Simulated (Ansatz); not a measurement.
Migration barriers of dopant-vacancy pairs in covalent semiconductors: PBE bands (Ansatz, a program for electronic structure, plane waves to 420 eV, PAW, climbing-image NEB) beside r2SCAN single points (500 eV) at the PBE geometries. Forward barriers of single hops from the lowest site run, static nuclei, no finite-size correction. The rows are a random draw from the bands that converged and passed our checks of state and shape. Saddle orders were checked for a part of the study's bands only and are not shown. Vacancies start on their lattice site; split forms were not set up. Charge states are imposed.

```tsv
Defect	Route	Hop (Å), direction in the unit cell	End over start, densest mesh run (eV)	Cell and PBE mesh	r2SCAN k-points	PBE (eV)
O-vacancy pair (O on C, C vacant) in 3C silicon carbide, charge 0	a nearby C jumps into the vacancy (O-vacancy distance between ideal sites 3.10 → 6.19 Å) (strongly reconstructed ends)	3.13 along (0.01, -0.51, 0.51)	1.45	64 sites, 2×2×2 shifted	same mesh	3.99
B-vacancy pair (B on C, C vacant) in 3C silicon carbide, charge +1	a nearby C jumps into the vacancy (B-vacancy distance between ideal sites 3.10 → 5.36 Å)	3.05 along (0.50, 0.00, 0.49)	0.39	64 sites, 2×2×2 shifted	same mesh	5.15
B-vacancy pair (B on C, C vacant) in 3C silicon carbide, charge +1	B changes places with the vacancy (B-vacancy distance between ideal sites 3.10 Å throughout)	3.04 along (0.00, 0.49, -0.49)	0.00	64 sites, 2×2×2 shifted	same mesh	3.81
Ga-vacancy pair (Ga on In, In vacant) in zinc-blende InP, charge -3	a nearby In jumps into the vacancy (Ga-vacancy distance between ideal sites 4.21 Å throughout)	3.90 along (0.46, 0.46, 0.00)	0.00	64 sites, one k-point at (0.250, 0.250, 0.250)	same mesh	1.45
O-vacancy pair (O on C, C vacant) in 3C silicon carbide, charge 0	a nearby C jumps into the vacancy (O-vacancy distance between ideal sites 3.10 Å throughout) (strongly reconstructed ends)	3.15 along (-0.51, 0.51, 0.00)	0.00	64 sites, 2×2×2 shifted	same mesh	3.14
O-vacancy pair (O on C, C vacant) in 3C silicon carbide, charge 0	O changes places with the vacancy (O-vacancy distance between ideal sites 3.10 Å throughout) (strongly reconstructed ends)	3.61 along (0.00, 0.58, -0.58)	0.00	64 sites, 2×2×2 shifted	same mesh	2.07
Ge-vacancy pair (Ge on In, In vacant) in zinc-blende InP, charge -2	a nearby In jumps into the vacancy (Ge-vacancy distance between ideal sites 4.21 → 8.43 Å)	3.98 along (0.01, -0.47, -0.47)	0.19	64 sites, one k-point at (0.250, 0.250, 0.250)	same mesh	1.40
Ge-vacancy pair (Ge on In, In vacant) in zinc-blende InP, charge -2	a nearby In jumps into the vacancy (Ge-vacancy distance between ideal sites 4.21 Å throughout)	3.94 along (0.47, 0.47, 0.00)	0.00	64 sites, one k-point at (0.250, 0.250, 0.250)	same mesh	1.46
```

Task: What does r2SCAN give for each row, and how does it differ from PBE over these rows?

Result: In the order of the rows: 4.48, 5.60, 4.21, 1.61, 3.51, 2.39, 1.54, 1.63 eV. Against PBE it lies higher in 8 of 8 rows and lower in 0 (differences over 0.03 eV). The mean difference is +0.31 eV (median +0.34) and the mean size 0.31 eV; the largest, +0.49 eV, is in row 1.
